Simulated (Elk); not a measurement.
Worked example: self-consistent single point of NaTlO (P6_3mc, 6 atoms in the cell) in Elk.

Method: LDA (PW92), all-electron FP-LAPW, Elk's shipped species files, default APW+lo basis (Elk 10.2.4).

```yaml
crystal:
  lattice:
    - [3.48439, 0.00000, 0.00000]
    - [-1.74219, 3.01757, 0.00000]
    - [0.00000, 0.00000, 11.39459]
  atoms:
    - { symbol: Na, position: [0.66667, 0.33333, 0.89389] }
    - { symbol: Na, position: [0.33333, 0.66667, 0.39389] }
    - { symbol: Tl, position: [0.33333, 0.66667, 0.11572] }
    - { symbol: Tl, position: [0.66667, 0.33333, 0.61572] }
    - { symbol: O, position: [0.00000, 0.00000, 0.99040] }
    - { symbol: O, position: [0.00000, 0.00000, 0.49040] }
```

Reference input (self-consistent single point, DFT, PBEsol, all-electron FP-LAPW, Elk's shipped species files, default APW+lo basis): xctype = 22; stype = 0; swidth = 0.0001 Ha; ngridk = 7 7 2; rmtscf = 0.95; maxscl = 100. This run's input differs from it in these lines:

```diff
@@ -2,5 +2,2 @@
   0
-
-xctype
-  22
```

Output, abridged:

```
│ Self-consistent loop started │
│ Loop number : 1 │
 total energy                :     -41023.1445385
│ Loop number : 2 │
 total energy                :     -41023.5043179
RMS change in Kohn-Sham potential (target) :   0.3635526515     (  0.1000000000E-05)
Absolute change in total energy (target)   :   0.3597793982     (  0.1000000000E-03)
│ Loop number : 3 │
 total energy                :     -41028.5953842
RMS change in Kohn-Sham potential (target) :   0.1949262603     (  0.1000000000E-05)
Absolute change in total energy (target)   :    5.181011160     (  0.1000000000E-03)
│ Loop number : 4 │
   [... lines left out ...]
Absolute change in total energy (target)   :   0.2457867617E-02 (  0.1000000000E-03)
│ Loop number : 13 │
 total energy                :     -41028.1965092
RMS change in Kohn-Sham potential (target) :   0.1128325941E-04 (  0.1000000000E-05)
Absolute change in total energy (target)   :   0.2517873290E-03 (  0.1000000000E-03)
│ Loop number : 14 │
 total energy                :     -41028.1964007
RMS change in Kohn-Sham potential (target) :   0.5121114494E-06 (  0.1000000000E-05)
Absolute change in total energy (target)   :   0.4556350905E-04 (  0.1000000000E-03)
Convergence targets achieved

│ Loop number : 15 │

Energies :
 Fermi                       :     0.725298336335E-01
 total energy                :     -41028.1963775

Density of states at Fermi energy :   0.8782379404E-05
 (states/Hartree/unit cell)

Estimated indirect band gap :   0.3529245658E-01
 from k-point      8 to k-point      1
Estimated direct band gap   :   0.5582867397E-01
 at k-point      1

Charges :
 core                        :    132.0000000
 valence                     :    68.00000000
 interstitial                :    6.666813525
 muffin-tins (core leakage)
  species :    1 (Na)
   atom    1                 :    10.03466379     (   0.000000000    )
   atom    2                 :    10.03466379     (   0.000000000    )
  species :    2 (Tl)
   atom    1                 :    79.31526251     (  0.8522844904E-04)
   atom    2                 :    79.31526251     (  0.8522844904E-04)
  species :    3 (O)
   atom    1                 :    7.316666939     (  0.2853007475E-07)
   atom    2                 :    7.316666939     (  0.2853007475E-07)
 total in muffin-tins        :    193.3331865
 total calculated charge     :    200.0157216
 total charge                :    200.0000000
 error                       :   0.1572157752E-01

│ Self-consistent loop stopped │
```

The run converged in 15 iterations. The count includes the last loop, which Elk runs after its targets are met. Against the reference run the gap on the mesh goes from 0.990 to 0.960 eV.

The starting cell comes from a database of computed structures (which also holds hypothetical and non-ambient phases and stackings), without a prior relaxation at this level. Spin-orbit coupling is off. Values depend on the basis (sphere radii, cutoffs, local orbitals), which need not be converged.
